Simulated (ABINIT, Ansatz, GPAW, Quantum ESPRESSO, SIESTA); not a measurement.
## One structure in several programs: RbMg6Zr (Amm2, 8 atoms in the cell)

Self-consistent single point, at a second geometry (lattice scaled by 0.98). First geometry:

```yaml
crystal:
  lattice:
    - [5.25008, 0.00000, 0.00000]
    - [0.00000, 3.42191, 5.82810]
    - [0.00000, -3.42191, 5.82810]
  atoms:
    - { symbol: Rb, position: [0.50000, 0.58578, 0.58578] }
    - { symbol: Mg, position: [0.00000, 0.93877, 0.40149] }
    - { symbol: Mg, position: [0.00000, 0.40149, 0.93877] }
    - { symbol: Mg, position: [0.00000, 0.40094, 0.40094] }
    - { symbol: Mg, position: [0.50000, 0.60530, 0.07648] }
    - { symbol: Mg, position: [0.50000, 0.07648, 0.60530] }
    - { symbol: Mg, position: [0.50000, 0.07528, 0.07528] }
    - { symbol: Zr, position: [0.00000, 0.91594, 0.91594] }
```

Shared settings, as Ansatz (a quantum-chemistry and plane-wave program) writes them: kpoints.mp_grid.grid = 4 3 3; scf.occupations.method = fermi_dirac; scf.occupations.width = 0.0073 Ry. Potentials and cutoffs stand in the table.

```csv
code,model,ΔF from the first geometry (meV/atom),pressure (GPa),largest force (eV/Å),cutoff
Quantum ESPRESSO,"PBEsol, PseudoDojo standard norm-conserving (PBESOL) pseudopotentials",-1.1,0.98,0.143,85 Ry
ABINIT,"PBEsol, PAW (JTH v2.0 PBE PAW, files made for PBE)",0.0,0.91,0.125,20 Ha
GPAW,"PBEsol, GPAW PAW datasets PBEsol (made by gpaw-setup)",-1.3,0.96,0.142,850 eV
SIESTA,"GGA PBEsol, numerical atomic orbitals TZP, PseudoDojo PBEsol standard norm-conserving potentials (rewritten from UPF to PSML)",8.8,2.33,–,grid 400 Ry
Ansatz,"PBEsol, PAW files made with PBE",-1.4,0.96,0.144,30.9 Ry
```

Size of the force on each atom (eV/Å): Sizes of forces hide their directions.

| code | Rb1 | Mg2 | Mg3 | Mg4 | Mg5 | Mg6 | Mg7 | Zr8 |
|---|---|---|---|---|---|---|---|---|
| Quantum ESPRESSO | 0.024 | 0.066 | 0.066 | 0.143 | 0.071 | 0.071 | 0.050 | 0.002 |
| ABINIT | 0.025 | 0.051 | 0.051 | 0.125 | 0.066 | 0.066 | 0.047 | 0.003 |
| GPAW | 0.025 | 0.062 | 0.062 | 0.142 | 0.068 | 0.068 | 0.049 | 0.002 |
| Ansatz | 0.025 | 0.064 | 0.064 | 0.144 | 0.067 | 0.067 | 0.048 | 0.003 |

A dash marks a value that a program does not give, or that is left out as unsure.

The spread over the programs that give each value: ΔF from the first geometry within 10.2 meV/atom; pressure within 1.42 GPa; largest force within 0.019 eV/Å.

SIESTA uses small atom-centred bases, whose incompleteness enters pressures, forces and empty levels differently from a plane-wave cutoff. Ansatz's pressure is given at a fixed set of plane waves, as the other plane-wave codes print theirs. In the pressure, SIESTA (by 1.37) lies more than 1 GPa from the median of the plane-wave programs.

The starting cell comes from a database of computed structures (which also holds hypothetical and non-ambient phases and stackings), without a prior relaxation at this level. For this run, on top of that: lattice scaled by 0.98.

Left out of this page: CP2K (unsound by tests on forces, stress, charge or solver warnings).

Keys are those of Ansatz 0.2.
